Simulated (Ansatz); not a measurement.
The parent structure is MgS in the rock salt structure (space group Fm-3m, No. 225; a = 5.2297 Å).

Computed with PBE (Ansatz, an electronic-structure program), scalar-relativistic without spin-orbit coupling.

One change was made to it. Results:

```json
[
 {"quantity": "electron mass", "base": "0.52 mₑ along k, 0.29 mₑ across (at X)", "after": "0.53 mₑ along k, 0.29 mₑ across (at X)"},
 {"quantity": "width of the top valence band", "base": "2.31 eV", "after": "2.39 eV"},
 {"quantity": "band gap", "base": "2.76 eV", "after": "2.81 eV"}
]
```

Question: Which of these changes matches the shifts?
(A) pressure 2.1 GPa
(B) pressure 4.5 GPa
(C) pressure 22.5 GPa
(D) pressure 30 GPa
(E) pressure −2 GPa

Answer: A, pressure 2.1 GPa. For comparison, the band gap in the other runs: pressure 30 GPa gives 3.24 eV; pressure −2 GPa gives 2.70 eV; pressure 4.5 GPa gives 2.87 eV; pressure 22.5 GPa gives 3.16 eV.

Load acts through the strain it causes; cell and atoms are relaxed under it. Masses are band curvatures over ±0.01 Å⁻¹ around the edge. Along k means along the line from Γ to the band edge. Stability against distortions was not tested. No other phases were tried under pressure.
